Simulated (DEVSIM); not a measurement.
Device: illuminated Si p-on-n cell, one wavelength, at 300 K.

| layer (left to right) | material | thickness (μm) | Nd (cm⁻³) | Na (cm⁻³) | τn (s) | τp (s) | absorption coefficient (cm⁻¹) |
|---|---|---|---|---|---|---|---|
| 1 | Si | 0.110 | - | 9.2e17 | 1.6e-8 | 7.4e-9 | 1100 |
| 2 | Si | 100 | 4.6e16 | - | 7.4e-7 | 7.4e-7 | 1100 |

Left contact: ohmic, minority electron recombination velocity 2e6 cm/s. Right contact: ohmic, minority hole recombination velocity 40 cm/s. Voltage is applied to the left contact. Recombination: SRH at mid-gap, radiative, Auger. Gap narrowing is on: ΔEg = 6.92 meV × (l + √(l² + 0.5)), l = ln(N/1.3e17 cm⁻³), shared equally by both band edges. Light enters at the left, 4.8e16 photons cm⁻² s⁻¹, one pass, no reflection. Mobility is μmin + (μ − μmin)/(1 + (N/Nref)^α).

This is a model device: material constants are rounded textbook-type values typed into the input, and sizes, dopings and lifetimes were drawn at random. Values at 300 K.

| parameter | Si |
|---|---|
| gap (eV) | 1.124 |
| affinity (eV) | 4.05 |
| permittivity | 11.7 |
| Nc (cm⁻³) | 2.86e19 |
| Nv (cm⁻³) | 3.1e19 |
| μn (cm²/Vs) | 1417 |
| μp (cm²/Vs) | 470 |
| μn,min | 52 |
| μp,min | 45 |
| Nref,n | 9.7e16 |
| Nref,p | 2.2e17 |
| αn | 0.68 |
| αp | 0.72 |
| B (cm³/s) | 4.7e-15 |
| Cn (cm⁶/s) | 2.8e-31 |
| Cp (cm⁶/s) | 9.9e-32 |

Simulated with DEVSIM: 1D drift-diffusion, Boltzmann statistics, complete ionisation; no tunnelling, impact ionisation, image-force lowering or self-heating.

The doping Nd of layer 2 was swept, all else fixed.

```csv
doping Nd of layer 2 (cm^-3),dark forward voltage at 100 A/cm² (V),largest field in the device at zero bias (V/cm),potential step across the device at zero bias (V),short-circuit current (mA/cm²)
1.4e15,0.929,46000,0.762,6.03
4.6e15,0.926,52000,0.793,5.95
1.4e16,0.933,67000,0.822,5.87
4.6e16,0.879,110000,0.852,5.75
1.4e17,0.813,180000,0.879,5.57
4.6e17,0.780,280000,0.903,5.24
1.4e18,0.763,390000,0.924,4.61
```

From the first row to the last the dark forward voltage at 100 A/cm² goes from 0.929 to 0.763. From the first row to the last the largest field in the device at zero bias goes from 46000 to 390000.
